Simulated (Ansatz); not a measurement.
# CoSi2: element substitutions

The parent structure is CoSi2 (space group Fm-3m, No. 225; a = 5.3603 Å; non-magnetic).

Each row replaces one element on all its sites; cell and atoms are relaxed.

All numbers come from Kohn–Sham DFT with the PBE functional, run in Ansatz (a first-principles code) with PAW and 420 eV plane waves, without spin-orbit coupling, earlier PAW set.

| variant | shortest interatomic distance | density |
|---|---|---|
| base | 2.321 Å | 4.96 g/cm³ |
| Co → Tl | 2.889 Å | 5.83 g/cm³ |
| Co → Ni | 2.357 Å | 4.73 g/cm³ |
| Si → C | 1.984 Å | 5.73 g/cm³ |
| Co → Hg | 2.762 Å | 6.57 g/cm³ |

No phonon test of stability was made. As relaxed here, TlSi2, CoC2 and HgSi2 are hypothetical phases, not in the database extracts checked. Starting moments died away, wholly or in part, for the base, Co → Ni and Si → C; another magnetic solution may exist. All final runs are without spin polarisation. An odd electron count without spin: TlSi2, CoSi2 and CoC2.
